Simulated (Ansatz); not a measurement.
Start from SrHfO3 (space group Imma, No. 74; a = 5.768 Å, b = 8.099 Å, c = 5.785 Å; a cell from a computed database, its experimental status unchecked).

Calculations: DFT with PBEsol, PAW potentials and a 420 eV plane-wave cutoff in Ansatz (an electronic-structure program), scalar-relativistic without spin-orbit coupling.

Before the change:

* **Band gap**: 4.00 eV
* **Valence-band top at Γ**: 0.00, -0.06, -0.16 eV
* **Density**: 7.72 g/cm³
* **Width of the top valence band**: 0.40 eV
* **Gap character**: direct at Γ

One thing is altered: cell and atoms relaxed at a pressure of 5 GPa.

**Question.** What happens to the band gap, valence-band top at Γ, density, width of the top valence band and gap character?

**Answer.** The band gap rises by 0.02 eV, from 4.00 eV to 4.02 eV; the valence-band top at Γ (three highest levels, from the VBM) changes from 0.00, -0.06, -0.16 eV to 0.00, -0.07, -0.19 eV; the density rises by 0.23 g/cm³, from 7.72 g/cm³ to 7.95 g/cm³; the width of the top valence band goes up by 0.04 eV (0.40 eV → 0.44 eV); the gap character remains direct at Γ.

With Hf present, leaving out spin-orbit coupling can change the band edges. Load acts through the strain it causes; cell and atoms are relaxed under it. Whether these cells are dynamically stable was not tested. Competing high-pressure phases were not computed.
